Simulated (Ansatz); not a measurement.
Input of the mobility step, LDA, finite-displacement electron-phonon coupling, linearised Boltzmann equation in Ansatz (a quantum-chemistry and plane-wave program), Ge (Fd-3m). Condition of this run: hydrostatic pressure 8 GPa (the target of the relaxation).

Ansatz 0.2 input:
```
crystal:
  lattice:
    - [0.0, 2.7276482867, 2.7276482867]
    - [2.7276482867, 0.0, 2.7276482867]
    - [2.7276482867, 2.7276482867, 0.0]
  atoms:
    - { symbol: Ge, position: [0.0, 0.0, 0.0] }
    - { symbol: Ge, position: [0.25, 0.25, 0.25] }
kpoints:
  mp_grid: { grid: [8, 8, 8] }
hamiltonian:
  xc: lda
  pseudopotentials: { kind: paw }
scf:
  occupations: { method: fixed }
phonons:
  supercell: [4, 4, 4]
  carrier_mobility: { temperatures: [150, 200, 250, 300, 350, 400, 500, 600] }
```

An excerpt of its output:

```
--- Carrier mobility (electrons): potentials and phonons of a 4×4×4 supercell ---
  scattering by the run's harmonic phonons alone; scattering by impurities, by other carriers and their screening is left out, and so is spin–orbit coupling
  band edge at 10.1096 eV
  valley at (0.0000 0.0000 0.0000), 1 points alike, 525.48 meV above the edge
  valley at (0.0000 0.0000 -0.5000), 4 points alike, 85.00 meV above the edge
  valley at (0.0000 0.4082 0.4082), 6 points alike, 0.00 meV above the edge
  a displaced site's charge and quadrupole, each over the dielectric constant: up to 0.000 e and 0.540 e·Å; the charges' sum missed by 0.124 e
  the run chose the mesh 98×98×98 (1.4 steps from a valley's bottom to the thermal energy of 150 K, as the couplings on a denser one leave too little of the memory); type phonons.carrier_mobility.mesh for another
  mobility, cm²/(V·s), of a tensor a third of its trace; what the velocities' spread within the cells of the mesh adds; mean energy transported, in kT; Lorenz number, in (k/e)²:
           mesh  steps/k_T     T (K)         cm⁻³     solution         MRTA        SERTA  in cells    energy    Lorenz
       98×98×98       1.40    150.00          few     4.8926e3     4.8828e3     4.8115e3    9.01 %     1.718     1.293
       98×98×98       1.62    200.00          few     2.6183e3     2.6145e3     2.5819e3    6.98 %     1.684     1.356
       98×98×98       1.81    250.00          few     1.6228e3     1.6211e3     1.6039e3    5.75 %     1.673     1.429
       98×98×98       1.98    300.00          few     1.1029e3     1.1019e3     1.0921e3    4.94 %     1.671     1.485
       98×98×98       2.14    350.00          few     7.9701e2     7.9641e2     7.9057e2    4.35 %     1.672     1.524
       98×98×98       2.29    400.00          few     6.0169e2     6.0129e2     5.9778e2    3.91 %     1.674     1.553
       98×98×98       2.56    500.00          few     3.7539e2     3.7518e2     3.7404e2    3.30 %     1.677     1.591
       98×98×98       2.81    600.00          few     2.5443e2     2.5431e2     2.5419e2    2.90 %     1.680     1.620
       49×49×49       0.70    150.00          few     5.1530e3     5.1422e3     5.1557e3   34.39 %     1.666     1.290
       49×49×49       0.81    200.00          few     2.6900e3     2.6871e3     2.6912e3   27.22 %     1.654     1.353
       49×49×49       0.91    250.00          few     1.6494e3     1.6474e3     1.6504e3   22.74 %     1.653     1.428
       49×49×49       0.99    300.00          few     1.1145e3     1.1134e3     1.1155e3   19.66 %     1.657     1.485
       49×49×49       1.07    350.00          few     8.0277e2     8.0210e2     8.0391e2   17.43 %     1.661     1.526
       49×49×49       1.15    400.00          few     6.0477e2     6.0433e2     6.0598e2   15.74 %     1.665     1.555
       49×49×49       1.28    500.00          few     3.7639e2     3.7616e2     3.7766e2   13.38 %     1.671     1.594
       49×49×49       1.40    600.00          few     2.5481e2     2.5468e2     2.5606e2   11.79 %     1.676     1.624
  SERTA leaves out what is scattered into a state
  not converged in the mesh: from the mesh of half the divisions the mobility moves by up to 5.32 %; 9.0 % of it stand in the velocities' spread within the cells; MRTA moves by up to 5.31 %
  the changes of the potential over all sites missed a rigid shift's by 0.01 % (the site terms' by 0.47 %)
  the long waves of the potentials, up to 0.499 1/Å, are read off 3 elongated supercells
  the phonons are corrected at the wavevectors of the elongated supercells: the repeat alone misses a frequency there by up to 12.04 %, and what leaves one of them out by up to 9.47 %
```

Scattering by harmonic phonons alone: no impurities, screening or carrier-carrier scattering, bands fixed at 0 K. From a coarser fine mesh the values given move by up to 5 %. The mesh was bound by memory.
